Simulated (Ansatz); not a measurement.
Take TiO$_{2}$ in the rutile structure (space group P4_2/mnm, No. 136; a = 4.591 Å, c = 2.939 Å) as the base.

Level of theory: PBEsol in Ansatz (plane waves to 420 eV, PAW, no spin-orbit coupling).

Before the change:

```
Quantity    Value
--------  -------
Band gap  1.87 eV
```

One thing is altered: every lattice vector is shortened by 2.40 %; the atoms relax in the strained cell.

Question: What does the calculation give for the largest internal atomic displacement after the change?

Answer: The largest internal atomic displacement is 0.015 Å.

Question: Estimate the effect on the band gap.

Answer: The band gap rises by 0.08 eV to 1.95 eV.

Whether these cells are dynamically stable was not tested. All final runs are without spin polarisation.

Ansatz is an electronic-structure program.
